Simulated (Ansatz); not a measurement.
Density of states of LiBH4 (P-1, 12 atoms in the cell).

```
CELL_PARAMETERS angstrom
      4.07291     0.00000     0.00000
     -0.00026     4.08036     0.00000
     -0.01060    -0.01912     5.06664
ATOMIC_POSITIONS crystal
  Li 0.74821 0.75907 0.74959
  Li 0.25179 0.24093 0.25041
  B  0.25768 0.24425 0.75149
  B  0.74232 0.75575 0.24851
  H  0.75736 0.50740 0.38826
  H  0.24264 0.49260 0.61174
  H  0.99556 0.74898 0.10963
  H  0.00444 0.25102 0.89037
  H  0.75601 0.00126 0.38170
  H  0.24399 0.99874 0.61830
  H  0.50548 0.24997 0.88777
  H  0.49452 0.75003 0.11223
```

Method of the run: PBEsol, default PAW files made with PBE (plane waves; Ansatz, a first-principles code).

SCF settings: basis.ecutwfc = 420 eV; kpoints.mp_grid.grid = 6 6 5; hamiltonian.xc = pbesol; hamiltonian.pseudopotentials = {kind: paw} (the program's default PAW files); scf.occupations.method = gaussian; scf.occupations.width = 0.02 eV. Keys of the DOS step: output.dos.nscf_kmesh.grid = 6 6 5.

The starting cell comes from a database of computed structures (which also holds hypothetical and non-ambient phases and stackings), without a prior relaxation at this level.

Total DOS (both spins), as means of the tabulated values in each energy bin; the zero is the program's Fermi level or highest filled level, and the curve is cut to this window:

```
E (eV) | states/eV/cell
    -7.88 |  0.00
    -7.62 |  0.00
    -7.38 |  0.00
    -7.12 |  0.00
    -6.88 |  0.00
    -6.62 |  0.01
    -6.38 | ## 0.30
    -6.12 | ################# 2.91
    -5.88 | ############################## 5.02
    -5.62 | ################# 2.83
    -5.38 | ################ 2.69
    -5.12 | ############### 2.48
    -4.88 | ################ 2.60
    -4.62 | ###################### 3.60
    -4.38 | ############################# 4.86
    -4.12 | ##################### 3.45
    -3.88 | ################### 3.20
    -3.62 | ##################### 3.55
    -3.38 | ######################### 4.23
    -3.12 | ######################## 3.96
    -2.88 | ############# 2.22
    -2.62 | # 0.09
    -2.38 |  0.00
    -2.12 |  0.00
    -1.88 |  0.00
    -1.62 |  0.00
    -1.38 |  0.00
    -1.12 |  0.00
    -0.88 |  0.00
    -0.62 |  0.00
    -0.38 |  0.00
    -0.12 |  0.00
     0.12 |  0.00
     0.38 |  0.00
     0.62 |  0.00
     0.88 |  0.00
     1.12 |  0.00
     1.38 |  0.00
     1.62 |  0.00
     1.88 |  0.00
     2.12 |  0.00
     2.38 |  0.00
     2.62 |  0.01
     2.88 | # 0.13
     3.12 | #### 0.67
     3.38 | ########## 1.66
     3.62 | ###################### 3.62
     3.88 | ################## 2.99
     4.12 | ###################### 3.69
     4.38 | ############# 2.18
     4.62 | ########## 1.68
     4.88 | ##################### 3.44
     5.12 | ############################## 4.96
     5.38 | ########################### 4.56
     5.62 | ################## 2.95
     5.88 | ############# 2.17
```

The gap on the SCF mesh is 5.22 eV.

Keys are those of Ansatz 0.2.
